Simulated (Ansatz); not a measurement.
For Pt3Sn (Pm-3m, No. 221, 4 atoms in the cell; start mp-20971), LDA in Ansatz (plane waves, PAW) gives:

```
Item                       Result
-------------------  ------------
lattice parameter a       3.980 Å
bulk modulus B0           246 GPa
cohesive energy      6.72 eV/atom
```

Problem. What does r²SCAN (Ansatz, a program for electronic structure, plane waves, PAW) give for the same quantities?

Solution. 
- lattice constant a: 4.025 Å (grows by 1.1 %)
- bulk modulus: 222 GPa (shrinks by 9.8 %)
- cohesive energy: 5.47 eV/atom (shrinks by 1.25 eV/atom)

Changes are worked out from the printed values.

Unless a cell is named, each level is at its own relaxed cell (LDA 15.76, r²SCAN 16.31 Å³/atom).

Levels without +SOC leave out spin–orbit coupling, which shifts energies and cells of such heavy elements.

The crystal itself was run without spin with LDA, r²SCAN; a magnetic state was not tried in these runs.

Caveats: the bulk modulus is −V dP/dV from two relaxed cells at ±2 % in volume (LDA, r²SCAN); the relaxation could not lower the start's symmetry, so the cell can be a saddle point above a distorted one (LDA, r²SCAN). Ansatz's density-functional and Hartree–Fock values are scalar-relativistic unless marked +SOC, with PAW data made under PBE.

A start named mp-… is a Materials Project structure, which need not be a measured phase.
